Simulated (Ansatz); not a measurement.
## MgB₂ (space group P6/mmm, No. 191)

MgB2 is modelled in the hexagonal space group P6/mmm (No. 191), Pearson symbol hP3. Cell: a = b = 3.0632 Å, c = 3.4999 Å, α = β = 90.00°, γ = 120.00°. Mg on 1a sees 12 B at 2.488 Å. B on 2d is coordinated by 3 B at 1.769 Å and 6 Mg at 2.488 Å. (Neighbours: up to the widest gap in distance over summed covalent radii, below 1.35, at either atom; cation-cation and far metal-metal contacts left out.)

Computed with Ansatz (an electronic-structure program), PBEsol, PAW, cutoff 420 eV, without spin-orbit coupling. Settings: 17×17×13 k-points, 0.05 eV Fermi–Dirac smearing.

```json
{
 "volume_per_atom": "9.48 Å³",
 "density": "2.68 g/cm³",
 "band_gap": "zero",
 "total_energy": "-739.263 eV/atom (σ→0; compares only within this code and set-up)"
}
```

No phonon test of stability was made. All final runs are without spin polarisation.
